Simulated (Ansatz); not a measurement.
The starting structures come from a database of crystals and need not be the phases stable at ambient conditions.

 Where the default PAW files enter, the runs use the earlier of Ansatz's two default sets.

The decay constant κ of evanescent states in the gap governs leakage through a thin film.

Here is the system:

```
CELL_PARAMETERS angstrom
      5.34780     0.00000     0.00000
      0.00000     7.56293     0.00000
      2.67390     3.78146     2.67390
ATOMIC_POSITIONS crystal
  K  0.50000 0.75000 0.00000
  K  0.50000 0.25000 0.00000
  Pt 0.00000 0.00000 0.00000
```

Space group of this cell: Fm-3m. The cell is taken as given.

Transport runs along the normal of the first two printed cell vectors, the (110) plane of the conventional cell.

The gap is the functional's own, uncorrected, and κ follows it; spin-orbit coupling is left out. Mid-gap values are interpolated between the computed energies.

Question: Give the band gap and the smallest decay constant κ at mid-gap that r2SCAN (Ansatz, a program for electronic structure) yields.

Answer: Gap 1.56 eV on a 12×12×12 mesh; κ = 0.243 1/Å, at (0.000, 0.500) of the in-plane reciprocal vectors. At the zone centre, at the nearest computed energy, the slowest state has κ = 0.33 1/Å.
